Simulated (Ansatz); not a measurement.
## ZrB2 under a change: isotropic strain +1.50 %

Start from ZrB$_{2}$ (space group P6/mmm, No. 191; a = 3.171 Å, c = 3.542 Å; relaxed with 0.1 eV smearing).

Perturbation: an isotropic linear strain of +1.50 %; the atoms relax in the strained cell.

All numbers come from PBE (Ansatz, a program for electronic structure), without spin-orbit coupling. Γ-centred 21×21×16 mesh, Fermi–Dirac width 0.1 eV.

- Volume per atom: 10.75 Å³ (base 10.28 Å³)
- Space group: P6/mmm (No. 191) (base P6/mmm (No. 191))
- Shortest interatomic distance: 1.858 Å (base 1.831 Å)
- Energy relative to the base (free energy F): +15 meV/atom
- Band gap: zero (base zero)

Final structure:

```xyz
3
Lattice="3.2190 0.0000 0.0000 -1.6095 2.7877 0.0000 0.0000 0.0000 3.5949" Properties=species:S:1:pos:R:3 pbc="T T T"
Zr     0.0000     0.0000     0.0000
B      1.6095     0.9292     1.7975
B      0.0000     1.8585     1.7975
```

No phonon test of stability was made. The final runs are not spin-polarised.
